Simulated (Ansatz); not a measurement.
Base system: Zr in the hcp (Mg type) structure (space group P6_3/mmc, No. 194; a = 3.182 Å, c = 5.124 Å; relaxed with 0.1 eV smearing). Axes: x lies along a and z along c of the hexagonal cell.

The values are results of PBEsol (Ansatz, a first-principles code; PAW; 420 eV plane waves; spin-orbit coupling left out), not measurements.

For the base:

| Item | Value |
|---|---|
| Pressure | 0.0 GPa |

One thing is altered: biaxial strain −2.50 %, plane normal [001], relaxed out of plane (Cartesian); in-plane vectors clamped, the third vector and the atoms free.

**Question.** How does this affect the ratio −ε⊥/ε∥?

**Answer.** The ratio −ε⊥/ε∥ comes out as 0.96.

**Question.** What does the calculation give for the pressure after the change?

**Answer.** The pressure (mean of the normal stresses, compression positive) goes from zero to 2.4 GPa.

Whether these cells are dynamically stable was not tested. All final runs are without spin polarisation.
